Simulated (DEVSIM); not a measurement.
Structure: Pd/HfO2/SiO2/n-Si capacitor, at 400 K.

Layer 1 from the left is HfO2, thickness (nm) 22.0. Layer 2 from the left is SiO2, thickness (nm) 0.690. Layer 3 from the left is Si, thickness (nm) 6600, Nd (cm⁻³) 3.8e14.

Metal gate on the left, work function 5.2 eV. Fixed charge at the semiconductor interface 1.8e12 cm⁻² (in units of +e); no interface traps.

This is a model device: material constants are rounded textbook-type values typed into the input, and sizes, dopings and lifetimes were drawn at random. Values at 300 K; Nc and Nv go as T^1.5, mobilities as T to minus their exponent, the gap by Varshni's rule with the affinity fixed.

HfO2: gap (eV) 5.7, affinity (eV) 2.5, permittivity 22. SiO2: gap (eV) 9, affinity (eV) 0.9, permittivity 3.9. Si: gap (eV) 1.124, affinity (eV) 4.05, permittivity 11.7, Nc (cm⁻³) 2.86e19, Nv (cm⁻³) 3.1e19, Varshni α (eV/K) 0.000473, Varshni β (K) 636.

**Question.** Estimate by hand the flat-band voltage, the threshold voltage, and compare with a numerical solution.

**Answer.** 
- Flat-band voltage: C = 0.752 μF/cm², work-function difference 0.748 V; VFB = φms − qNf/C = 0.36 V; numerical 0.37 V.
- Threshold voltage: φF = 0.145 V, depletion charge √(4εqNφF) = 6.05e-9 C/cm²; VT = VFB − 2φF − Qd/C = 0.07 V; numerical 0.07 V.

Model (solved in DEVSIM): 1D Poisson equation in equilibrium, Boltzmann statistics, complete ionisation; no quantum confinement or tunnelling. Metal contacts follow the ideal Schottky-Mott rule: no Fermi-level pinning, no interface dipoles.
